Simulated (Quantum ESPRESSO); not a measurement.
## How a calculation on CuWO₄ (P2/c, 12 atoms in the cell) responds to its settings

```
CuWO4
1.0
    4.66350     0.00000     0.00000
    0.00000     5.76951     0.00000
   -0.12082     0.00000     5.00778
Cu W O
2 2 8
Direct
  0.50000   0.33555   0.25000
  0.50000   0.66445   0.75000
  0.00000   0.82494   0.25000
  0.00000   0.17506   0.75000
  0.26022   0.62329   0.40728
  0.73978   0.37671   0.59272
  0.73978   0.62329   0.09272
  0.26022   0.37671   0.90728
  0.21933   0.10699   0.43221
  0.78067   0.89301   0.56779
  0.78067   0.10699   0.06779
  0.21933   0.89301   0.93221
```
Moments meant for the start (each program seeds them in its own way; μB, in the order of the atoms Cu Cu W W O O O O O O O O): 1.0 1.0 0.0 0.0 0.0 0.0 0.0 0.0 0.0 0.0 0.0 0.0.

Base run A: PBEsol, SSSP 1.1.2 efficiency (PBE) pseudopotentials (Quantum ESPRESSO), self-consistent single point.

Its settings: ecutwfc = 55 Ry; ecutrho = 440 Ry; occupations = smearing; smearing = mp; degauss = 0.0073499 Ry; nspin = 2; input_dft = pbesol; potentials = {Cu: Cu_pbe_v1.2.uspp.F.UPF, W: W_pbe_v1.2.uspp.F.UPF, O: O.pbe-n-kjpaw_psl.0.1.UPF}; K_POINTS = automatic 4 3 4 0 0 0; conv_thr = 1e-11 Ry; mixing_beta = 0.3.

The starting cell comes from a database of computed structures (which also holds hypothetical and non-ambient phases and stackings), without a prior relaxation at this level. The magnetic order is the one reached from the typed start; others were not searched systematically. In the base run, with a pressure of about -11 GPa the cell is away from its equilibrium volume at this level. Without a gap this mesh is coarse (it stands for a supercell whose shortest vector is 17 Å).

ΔF is the free energy per atom less that of run A. 

Run A gave: pressure (GPa) -11.17; largest force (eV/Å) 0.741; size of the net moment (μB/atom) 0.17.

Runs:
- B: lattice scaled by 0.97
- C: lattice scaled by 0.97; ecutwfc: 55 Ry → 33 Ry; ecutrho: 440 Ry → 264 Ry
- D: lattice scaled by 0.985
- E: lattice scaled by 0.985; ecutwfc: 55 Ry → 33 Ry; ecutrho: 440 Ry → 264 Ry
- F: lattice scaled by 1.015
- G: lattice scaled by 1.015; ecutwfc: 55 Ry → 33 Ry; ecutrho: 440 Ry → 264 Ry

What does run F change against A?

The free energy goes up by 48.4 meV/atom, the pressure goes from -11.17 to -19.31 GPa, the largest force goes from 0.741 to 1.454 eV/Å and the size of the net moment stays at 0.17 μB/atom.

What does run E change against A?

The free energy rises by 312 meV/atom, the pressure goes from -11.17 to -31.02 GPa, the largest force goes from 0.741 to 0.259 eV/Å and the size of the net moment stays at 0.17 μB/atom.

```
run  ΔF (meV/atom)  pressure (GPa)  largest force (eV/Å)  size of the net moment (μB/atom)
---  -------------  --------------  --------------------  --------------------------------
A             0.00          -11.17                 0.741                              0.17
B            -1.47           11.94                 1.083                              0.17
C            327.8          -19.55                 1.057                              0.17
D            -18.4           -0.90                 0.188                              0.17
E            311.7          -31.02                 0.259                              0.17
F             48.4          -19.31                 1.454                              0.17
G            378.3          -46.85                 1.460                              0.17
```
